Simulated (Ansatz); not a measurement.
Abridged Ansatz (an electronic-structure program) output:

```
Pseudopotential: Re, paw, valence charge 15
Pseudopotential: S, paw, valence charge 6
Crystal: 8 atoms, lattice volume = 156.089 Å³
Basis set: ecut = 420 eV, 2987 PW (Γ), exchange–correlation on 50×50×192 points (8 copies of the dense FFT grid, shifted against one another)
Bands: 50, of which v1, the nominal top of the filled ones, is band 42 counted from 1 (41 counted from 0)
Symmetry: 24 space group operations
k-points: 81 of 900
Functional: x = pbe(κ = 0.804, μ = 0.2195149727645171), c = pbe(β = 0.06672455060314922)
SCF iter   1: F=—  HF=-47082.650033 eV  |F-HF|=—  |Δ(HF+E_count)|=         —  Δρ=8.85e-3  dr2=1.57e-1  ethr=1.77e-3  ⟨swp⟩=6.1  Hψ=14574  notcnv=0
SCF iter   2: F=—  HF=-47082.655211 eV  |F-HF|=—  |Δ(HF+E_count)|=   5.18e-3  Δρ=5.26e-3  dr2=1.78e-1  ethr=1.87e-4  ⟨swp⟩=3.0  Hψ=8016  notcnv=0  defer=81
SCF 1 converged in 8 iterations: F = -47082.620486 eV  dr2 = 2.93e-10
SCF converged after 8 iterations
Free energy (F): -47082.620486 eV
Internal energy: -47082.574486 eV  (E = F + TS)
E sigma→0 (E₀):  -47082.597486 eV
Entropy (-TS):   -0.046001 eV (-5.750 meV/atom)
Fermi energy:    12.257772 eV
  E_disp       = -4.300406  (pairwise vdW)
--- Forces (eV/Å), atoms counted from 1 ---
  atom   1  Re     0.00000000     0.00000000     0.00053396
  atom   2  Re    -0.00000000    -0.00000000     0.00053396
  atom   3  Re    -0.00000000    -0.00000000    -0.00053396
  atom   4  Re     0.00000000     0.00000000    -0.00053396
  atom   5  S     -0.00000000    -0.00000000     0.00011460
  atom   6  S      0.00000000     0.00000000     0.00011460
  atom   7  S      0.00000000     0.00000000    -0.00011460
  atom   8  S      0.00000000    -0.00000000    -0.00011460
--- Stress (GPa, compression-positive) ---
        0.002141       0.000000       0.000000
       -0.000000       0.002141       0.000000
        0.000000       0.000000      -0.003515
  P = ⅓ Tr σ = 0.0003 GPa (0.003 kbar)
```

Q: What was computed, and what are the main results?

A: ReS, 8 atoms in the cell, with Ansatz PBE-D3(BJ), spin-orbit coupling left out. The last SCF converged to F = -47082.620486 eV, or -5885.3276 eV per atom, at a pressure of 0.00 GPa. The total energy compares only with runs of the same code, potentials and settings.

With Re present, leaving out spin-orbit coupling can change the band edges. Stability against distortions was not tested. The final runs are not spin-polarised. The cell was made from GaS by this change: Ga → Re; the result is a hypothetical phase, not in the database extracts checked.
